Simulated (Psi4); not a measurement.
Psi4 1.11, unrestricted BP86/def2-tzvp: [O]=[V], charge 0, multiplicity 4, 2 atoms. The geometry is a generated start, not checked to be a minimum at this level.

| Quantity | Value |
|---|---|
| task | energy |
| method | bp86 |
| basis | def2-tzvp |
| memory | 3 GB |
| maxiter | 100 |
| keys of the molecule block | symmetry c1 |
| scf_type | df (default) |
| guess | auto, which took SAD (default) |
| scf_initial_accelerator | adiis (default) |
| e_convergence | 1e-06 (default) |
| d_convergence | 1e-06 (default) |
| dft_radial_points | 75 (default) |
| dft_spherical_points | 302 (default) |
| basis functions | 76 |
| grid points | 43747 |

```xyz
2

V      0.0248    -0.0135    -0.7605
O     -0.0248     0.0135     0.7605
```

Charge 0 and multiplicity 4 are set for this test and not shown to be the ground state.

One run each on 2 threads. Values of diis_max_vecs tried: 3, 6, 10 (default), 20.

Question: Predict the course of the SCF iterations along this series.

Answer: Fewest SCF iterations, within one of each other: 6 with 12, 10 (default) with 12, 20 with 12. The count rises to 20 at 3. All converge to one solution.

```json
[
 {"diis_max_vecs": "3", "SCF iterations": "20", "end": "same solution"},
 {"diis_max_vecs": "6", "SCF iterations": "12", "end": "same solution"},
 {"diis_max_vecs": "10 (default)", "SCF iterations": "12", "end": "same solution"},
 {"diis_max_vecs": "20", "SCF iterations": "12", "end": "same solution"}
]
```
